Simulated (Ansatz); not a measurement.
L1₂ (Cu3Au-type) Al3Sc, treated with PBE0-D3(BJ) in Ansatz (PAW).

Run with plane-wave cutoff 460 eV, 8×8×8 k mesh, Fermi–Dirac smearing 0.05 eV, scalar-relativistic PAW data made under PBE.

Equation-of-state points:

```
V (Å³/atom)  E − E_lowest (meV/atom)
-----------  -----------------------
15.515                         14.11
15.923                          3.26
16.238                          0.00
16.739                          2.96
16.962                          7.14
17.148                         11.89
```

Problem. What bulk modulus B0 and pressure derivative B′ does a third-order Birch–Murnaghan fit give?

Solution. V0 = 16.332 Å³/atom, B0 = 103 GPa, B′ = 3.9 (fit to the energies at full precision).

Measured, for comparison: bulk modulus 91.5 ± 1 GPa (298 K, not corrected to a static lattice, polycrystal; as tabulated in A Combined Experimental and First-Principles Based Assessment of …); equilibrium volume per atom 17.27 Å³/atom (room temperature, not corrected to a static lattice; as tabulated in A Combined Experimental and First-Principles Based Assessment of …). Computed (rounded) less measured: bulk modulus +13 %, equilibrium volume per atom -5.4 %.

Static lattice: no zero-point or thermal effects.

Ansatz is an electronic-structure program.
